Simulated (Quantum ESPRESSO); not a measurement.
Quantum ESPRESSO 7.5, DFT, PBE, plane waves, PseudoDojo 0.5 standard norm-conserving PBE (local tails restored to the Coulomb form): unreconstructed Si(100) slab of 9 layers, 1x1 (Si9), unrelaxed, 9 atoms. Basis and mesh were picked for this test and aren't claimed converged.

```yaml
cell: 3.84, 3.84, 24.86 Å; 90, 90, 90°
task: scf
k mesh: 7×7×1
ecutwfc: 36 Ry
ecutrho: 144 Ry
occupations: smearing
smearing: mv
degauss: 0.02 Ry
conv_thr: 9e-09 Ry
tprnfor: true
tstress: false
k-point pools (-nk): 4
diagonalization: david (default)
mixing_mode: plain (default)
mixing_beta: 0.7 (default)
mixing_ndim: 8 (default)
k-points computed: 10
bands: 22
electrons: 36
G-vectors of the density: 72115
FFT grid: 30×30×180
symmetry_operations: 8
```

Machine: one whole node, Intel Xeon 6 (Granite Rapids), 96 cores on 1 socket, 2 hardware threads a core, 3 L3 cache groups, 3 NUMA nodes.

Times are wall-clock medians of two to five runs, from launch to exit, with nothing else on the machine. Processes are pinned to neighbouring cores unless said otherwise. The times hold for this build (conda-forge: Open MPI 5.0, OpenMP, OpenBLAS 0.3.34 (pthreads), FFTW, ScaLAPACK, ELPA). Scratch files lie in a memory file system. This build's BLAS runs threads of its own beside OpenMP's, on the same cores; «BLAS threads» counts them.

The candidates, on 32 cores each, agree within 1.0 meV/atom in energy, 10 meV/Å in forces (largest component):
A. 32 ranks
B. 8 ranks × 4 threads, 1 BLAS thread
C. 16 ranks × 2 threads, 1 BLAS thread
D. 4 ranks × 8 threads, 1 BLAS thread
E. 8 ranks × 4 threads, 4 BLAS threads

Task: Which of these settings finishes first?

Result: A (32 ranks), 2.5 s. At the other end E takes 9.9× as long.

| candidate | wall time | repeats | SCF iterations |
|---|---|---|---|
| A | 2.5 s | 3 runs within 1 % | 12 |
| C | 3.2 s | 3 runs within 1 % | 11 |
| B | 4.8 s | 3 runs within 1 % | 11 |
| D | 12 s | 2 runs within 2 % | 11 |
| E | 25 s | 2 runs within 7 % | 11 |

From the slowest to the fastest: The BLAS threads cost time here: 8 ranks × 4 threads, 4 BLAS threads takes 25 s and 530 core-seconds of CPU time, the same layout with one BLAS thread 4.8 s and 93.
